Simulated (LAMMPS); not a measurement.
LAMMPS 22 Jul 2025, classical MD, AIREBO (CH.airebo): C, 21952 atoms.

```text
units metal
atom_style atomic
read_data unit.data
replicate 14 14 14
pair_style airebo 3.0
pair_coeff * * CH.airebo C
velocity all create 1600 4928 dist gaussian loop geom
fix 1 all nve
fix 2 all langevin 800 800 0.02 9876 zero yes
timestep 0.0005
thermo 100
run 300
reset_timestep 0
write_restart start.rst
```

```text
read_restart start.rst
pair_style airebo 3.0
pair_coeff * * CH.airebo C
neighbor 2.0 bin
neigh_modify every 1 delay 0 check yes
fix 1 all nve
timestep 0.0005
thermo_style custom step temp pe etotal press
thermo_modify format float %.10g
thermo 100
group probe id 1:48
dump probe probe custom 1000000 forces.txt id fx fy fz
dump_modify probe sort id format float %.8g
run 200
```

box: 49.9 × 49.9 × 49.9 Å.

start: generated diamond lattice, warmed in an untimed run.

Compared values: energy and forces of the first step, drift over the run.

It runs on a single node (Arm Neoverse V2, 96 cores on 1 socket, no SMT, 1 L3 cache group; 94 cores' worth of CPU time may be used).

Each time is the median wall time of two to five repeats, run one at a time on the otherwise empty machine; start-up is included. Processes are pinned to neighbouring cores unless said otherwise. The times hold for this build (PyPI wheel: MPICH, OPENMP and OPT packages). Scratch files lie in a memory file system. A preparatory run goes ahead and isn't timed.

Started as
```bash
# ahead of the timed run: OMP_NUM_THREADS=1 mpirun -np 48 lmp -in in.warm -log none -nocite
OMP_NUM_THREADS=1 mpirun -np 32 lmp -in in.lmp -log log.lammps -nocite
```
(32 ranks, suffix = none (plain styles) (default)) it takes 4.4 s and 0 neighbour list builds.

Task: Estimate the wall time with 11 ranks × 8 threads, suffix = omp.

Result: About 2.6 s (3 runs within 1 %): 1.7× as fast, on 88 cores in place of 32, so 1.6× the core-time. The largest move is in pair forces (Pair): 3.9 s to 2.2 s. As resolved by the program: grid of ranks 2 by 4 by 4 against 11 by 1 by 1. Change in the result: energy equal as printed, forces on 48 atoms equal as printed, drift of the total energy equal as printed.
